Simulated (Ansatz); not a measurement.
Ansatz (a quantum-chemistry and plane-wave program) run on MgTiF₆ (R3, 8 atoms in the cell): self-consistent single point.

Computed with PBEsol, default PAW files made with PBE (plane waves; Ansatz).

The change in words: lattice scaled by 0.98; basis.ecutwfc: 420 eV → 230 eV. Reference geometry:
```
MgTiF6
1.0
    2.61611     1.51041     4.45784
   -2.61611     1.51041     4.45784
    0.00000    -3.02082     4.45784
Mg Ti F
1 1 6
Direct
  0.50374   0.50374   0.50374
  0.00000   0.00000   0.00000
  0.67162   0.84246   0.24225
  0.32838   0.15754   0.75775
  0.24225   0.67162   0.84246
  0.75775   0.32838   0.15754
  0.84246   0.24225   0.67162
  0.15754   0.75775   0.32838
```

Reference input (self-consistent single point, DFT, PBEsol, plane waves, default PAW files made with PBE): basis.ecutwfc = 420 eV; kpoints.mp_grid.grid = 5 5 5; hamiltonian.xc = pbesol; hamiltonian.pseudopotentials = {kind: paw} (the program's default PAW files); scf.occupations.method = fixed. This run's input differs from it in these lines:

Ansatz 0.2 input:
```diff
@@ -3,5 +3,5 @@
   lattice:
-    - [2.616105, 1.510409, 4.457841]
-    - [-2.616105, 1.510409, 4.457841]
-    - [0.000000, -3.020817, 4.457841]
+    - [2.563783, 1.480201, 4.368684]
+    - [-2.563783, 1.480201, 4.368684]
+    - [0.000000, -2.960401, 4.368684]
   atoms:
@@ -16,3 +16,3 @@
 basis:
-  ecutwfc: 420.0
+  ecutwfc: 230.0
 kpoints:
```

Output (repeated stretches shortened):

```
SCF iter   1: F=—  HF=-9170.619964 eV  |F-HF|=—  |Δ(HF+E_count)|=         —  Δρ=1.45e-1  dr2=6.97e0  ethr=1.77e-3  ⟨swp⟩=4.0  Hψ=3277  notcnv=0  defer=113
all-band conjugate gradients solve this SCF's bands
preconditioner: auto → Resta (q_TF=auto, 2.535 Å⁻¹)
SCF iter   2: F=—  HF=-9168.268540 eV  |F-HF|=—  |Δ(HF+E_count)|=    2.35e0  Δρ=4.02e-2  dr2=7.01e-1  ethr=1.77e-3  ⟨swp⟩=2.0  Hψ=1725  notcnv=0  defer=115
   [... lines left out ...]
SCF iter   6: F=—  HF=-9168.150319 eV  |F-HF|=—  |Δ(HF+E_count)|=   4.40e-6  Δρ=1.94e-4  dr2=2.35e-5  ethr=2.05e-7  ⟨swp⟩=2.0  Hψ=1386  notcnv=0  defer=62
SCF iter   7: F=—  HF=-9168.150421 eV  |F-HF|=—  |Δ(HF+E_count)|=   1.02e-4  Δρ=5.25e-5  dr2=2.10e-6  ethr=3.67e-8  ⟨swp⟩=2.0  Hψ=1332  notcnv=0  defer=52
SCF iter   8: F=—  HF=-9168.150423 eV  |F-HF|=—  |Δ(HF+E_count)|=   1.45e-6  Δρ=1.00e-5  dr2=1.81e-7  ethr=3.28e-9  ⟨swp⟩=2.1  Hψ=1274  notcnv=0  defer=52
SCF iter   9: F=-9168.150423 eV  HF=-9168.150423 eV  |F-HF|=6.36e-9  |Δ(HF+E_count)|=   1.88e-7  Δρ=2.89e-6  dr2=1.32e-8  ethr=1.56e-10  ⟨swp⟩=10.8  Hψ=3752  notcnv=0
SCF 1 converged in 9 iterations: F = -9168.150423 eV  dr2 = 1.32e-8
Free energy (F): -9168.150423 eV
Internal energy: -9168.150423 eV  (E = F + TS)
E sigma→0 (E₀):  -9168.150423 eV
Fermi energy:    0.699679 eV
--- Forces (eV/Å), atoms counted from 1 ---
  atom   1  Mg     0.00000000    -0.00000002    -0.52509269
  atom   2  Ti     0.00000000     0.00000001     0.33619956
  atom   3  F     -0.36403570    -0.76759189    -0.54410506
  atom   4  F      0.28343120     0.86751105     0.60706788
  atom   5  F      0.84677191     0.06853175    -0.54410509
  atom   6  F     -0.89300219    -0.18829687     0.60706792
  atom   7  F     -0.48273621     0.69906008    -0.54410512
  atom   8  F      0.60957099    -0.67921411     0.60706794
--- Stress (GPa, compression-positive) ---
        7.758364      -0.000000       0.000000
        0.000000       7.758364      -0.000000
       -0.000000      -0.000000       7.030074
  P = ⅓ Tr σ = 7.5156 GPa (75.156 kbar)
  The stress holds the Pulay correction. Without it, at fixed plane waves, as pw.x and ABINIT print it: P = -206.5764 GPa
```

The run converged in 9 iterations. Against the reference run the free energy goes up by 3.95 eV/atom, the pressure goes from -0.73 to 7.52 GPa, the largest force goes from 0.492 to 1.096 eV/Å and the gap on the mesh goes from 4.784 to 5.230 eV.

The starting cell comes from a database of computed structures (which also holds hypothetical and non-ambient phases and stackings), without a prior relaxation at this level. Its lattice was rescaled by up to half a per cent. One atom was moved a little off its site on purpose. For this run, on top of that: lattice scaled by 0.98. Forces in this geometry exceed 1 eV/Å. Ansatz's pressure includes its estimate of the finite-basis (Pulay) stress. Without the estimate this run gives -206.58 GPa. The cutoff lies below the one recommended for these files.
